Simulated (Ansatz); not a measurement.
Results of PBEsol (Ansatz, a first-principles code, plane waves, PAW) for 1T (CdI2-type) PtTe2.

Numerical settings: plane-wave cutoff 520 eV, 18×18×10 k mesh (along the axes of the cell as run), Fermi–Dirac smearing 0.05 eV, scalar-relativistic PAW data made under PBE.

Starting structure:

```
CELL_PARAMETERS angstrom
      4.03000     0.00000     0.00000
     -2.01500     3.49008     0.00000
      0.00000     0.00000     5.22000
ATOMIC_POSITIONS crystal
  Te 0.33333 0.66667 0.25400
  Te 0.66667 0.33333 0.74600
  Pt 0.00000 0.00000 0.00000
```

Question: Into what structure does the relaxation of cell and atoms lead at this level, with the symmetry of the start kept?

Answer: The volume drops by 0.8 %; final space group P-3m1.
```
CELL_PARAMETERS angstrom
      4.04399     0.00000     0.00000
     -2.02199     3.50219     0.00000
      0.00000     0.00000     5.14150
ATOMIC_POSITIONS crystal
  Te 0.33333 0.66667 0.26185
  Te 0.66667 0.33333 0.73815
  Pt 0.00000 0.00000 0.00000
```

Note: the cell comes from a level without a dispersion term, which matters for the spacing of layers, chains or molecules.
